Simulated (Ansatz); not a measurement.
**InTeBr (model structure, started from the BiTeI type, P3m1, No. 156, 3 atoms in the cell)**

All values below come from PBEsol+SOC (Ansatz, an electronic-structure program, PAW).

Numerical settings: plane-wave cutoff 520 eV, 12×12×6 k mesh (along the axes of the cell as run), Fermi–Dirac smearing 0.01 eV, PAW data made under PBE.

Cell (relaxed with PBE-D3(BJ)):

Space group P3m1 (No. 156); a = b = 4.179 Å, c = 6.329 Å, α = β = 90.00°, γ = 120.00°

| atom | site | symmetry | x | y | z |
|---|---|---|---|---|---|
| In | 1a | 3m. | 0.0000 | 0.0000 | 0.9244 |
| Te | 1c | 3m. | 0.6667 | 0.3333 | 0.6883 |
| Br | 1b | 3m. | 0.3333 | 0.6667 | 0.2066 |

```yaml
band_gap: 0.36 eV (indirect)
smallest_direct_gap_on_the_k_points_sampled: 0.66 eV
```

Note: the relaxation could raise the start's symmetry but not lower it, so the cell can be a saddle point; cell and atoms aren't relaxed at this level (pressure -0.6 GPa).

Static lattice: no zero-point or thermal effects.

The result took about 6 core-minutes (a rough figure).

A model structure was made by putting elements into a prototype or built by hand; it is no filed structure, need not be a known phase, and can be a saddle point held by its symmetry.
